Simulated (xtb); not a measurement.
xtb 6.7.1, GFN1-xTB: CC[SH+]CC, charge +1, multiplicity 1, 16 atoms. The geometry is a generated start, not checked to be a minimum at this level.

```json
{
  "run_flags": "--grad",
  "method": "GFN1-xTB",
  "--acc": "1 (default)",
  "--etemp (K)": "300 (default)",
  "basis_functions": "48",
  "valence_electrons": "32"
}
```

```xyz
16

C      2.7024     0.4022    -0.2160
C      1.4546    -0.4278     0.0029
S      0.0029     0.6674     0.3200
C     -1.4029    -0.5337     0.2278
C     -2.7245     0.2043     0.2299
H      3.5509    -0.2656    -0.3419
H      2.6243     1.0184    -1.1089
H      2.9054     1.0435     0.6381
H      1.2271    -1.0567    -0.8554
H      1.5482    -1.0442     0.8974
H     -0.1120     1.1579    -0.9378
H     -1.2728    -1.1373    -0.6686
H     -1.3008    -1.1572     1.1146
H     -3.5330    -0.5242     0.2301
H     -2.8321     0.8211     1.1188
H     -2.8376     0.8319    -0.6509
```

Charge 1 and multiplicity 1 are set for this test and not shown to be the ground state.

One run each on 1 thread. Values of broydamp tried: 0.02, 0.05, 0.1, 0.2, 0.4 (default), 0.6, 0.8, 1.

Problem. How does the count of SCC iterations change with broydamp, and where is it least?

Solution. Fewest SCC iterations, within one of each other: 0.4 (default) with 9, 0.6 with 9. The count rises to 17 at 0.02. All converge to one solution.

```tsv
broydamp	SCC iterations	end
0.02	17	same solution
0.05	15	same solution
0.1	14	same solution
0.2	12	same solution
0.4 (default)	9	same solution
0.6	9	same solution
0.8	11	same solution
1	11	same solution
```
